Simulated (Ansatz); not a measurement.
Input:

```yaml
crystal:
  lattice:
    - [0.00000, 3.22651, 3.22651]
    - [3.22651, 0.00000, 3.22651]
    - [3.22651, 3.22651, 0.00000]
  atoms:
    - { symbol: La, position: [0.00000, 0.00000, 0.00000] }
    - { symbol: Sb, position: [0.50000, 0.50000, 0.50000] }
```

Calculation: PBEsol, DFPT electron-phonon coupling, linearised Boltzmann equation (plane waves, PAW, scalar-relativistic; Ansatz, a first-principles code). Cell: relaxed with this functional, without spin-orbit coupling.

Task: What phonon-limited resistivity does this give at 300 K?

Result: 41 μΩ·cm.

A metal at this level (no band gap). Only scattering by harmonic phonons is included (no impurities, grain boundaries, electron-electron scattering or thermal expansion). Spin-orbit coupling is left out. Few carriers conduct, so the values hang on small band overlaps. The run warned that the eigensolver left some states short of its tolerance. Halving the electron mesh (24x24x24) moves the resistivity by up to 11 % at 300 K. Smearing 0.20 eV; phonons on a 4x4x4 q mesh, which this run doesn't test.

Formula and space group known from diffraction (Crystallography Open Database), not checked to be the room-temperature form: LaSb (Fm-3m).
